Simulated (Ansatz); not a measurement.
A thin film of SiO2 (P3_121, relaxed from the alpha-quartz type) is deposited stress-free at 575 K on a thick substrate of diamond C and cooled to 300 K. Take the in-plane direction as the cubic or basal-plane axis of each crystal, and these free lattice constants from quasi-harmonic approximation on DFT at the LDA level (Ansatz, a quantum-chemistry and plane-wave program).

```
crystal  a at 300 K (Å)  a at 575 K (Å)
-------  --------------  --------------
SiO₂            4.89305         4.91450
C               3.54539         3.54743
```

 Spin-orbit coupling is not included.

Task: What in-plane thermal strain does the film carry at 300 K, and is it tensile or compressive?

Result: With logarithmic strains ln(a_hot/a_300): left free, the film would shrink by 0.437 % and the substrate by 0.058 %. The film is held to the substrate, so its strain is 0.380 %: tensile. Plastic relief and phase changes are ignored.

The PAW data sets were generated under PBE and serve the other functionals too.
